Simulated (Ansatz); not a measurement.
We consider Sr₂H₃I (P-3m1, No. 164, 6 atoms in the cell; start mp-1019269), described by PBEsol in Ansatz (PAW).

Settings: plane-wave cutoff 500 eV, 12×12×6 k mesh (along the axes of the cell as run), Fermi–Dirac smearing 0.05 eV, scalar-relativistic PAW data made under PBE.

Cell (relaxed at this level):

```cif
data_H3ISr2
_chemical_formula_sum 'Sr2 H3 I1'
_space_group_name_H-M_alt 'P-3m1'
_space_group_IT_number 164
_space_group_name_Hall '-P 3 2"'
_cell_length_a 4.17466
_cell_length_b 4.17466
_cell_length_c 7.52429
_cell_angle_alpha 90.000
_cell_angle_beta 90.000
_cell_angle_gamma 120.000
loop_
_atom_site_label
_atom_site_type_symbol
_atom_site_symmetry_multiplicity
_atom_site_Wyckoff_symbol
_atom_site_fract_x
_atom_site_fract_y
_atom_site_fract_z
_atom_site_occupancy
Sr1 Sr 2 d 0.33333 0.66667 0.31995 1
H1 H 1 b 0.00000 0.00000 0.50000 1
H2 H 2 d 0.66667 0.33333 0.35636 1
I1 I 1 a 0.00000 0.00000 0.00000 1
```

Question: Give the computed band gap.

Answer: 
- band gap = 1.91 eV (on the SCF k mesh)

Note: the relaxation could not lower the start's symmetry, so the cell can be a saddle point above a distorted one.

Spin–orbit coupling is not included; with these elements it can move the gap by several tenths of an eV or more.

Computed values are for the static lattice.

The result took around 2.1 core-minutes (rough).

A start named mp-… is a Materials Project structure, which need not be a measured phase.

Ansatz is an electronic-structure program.
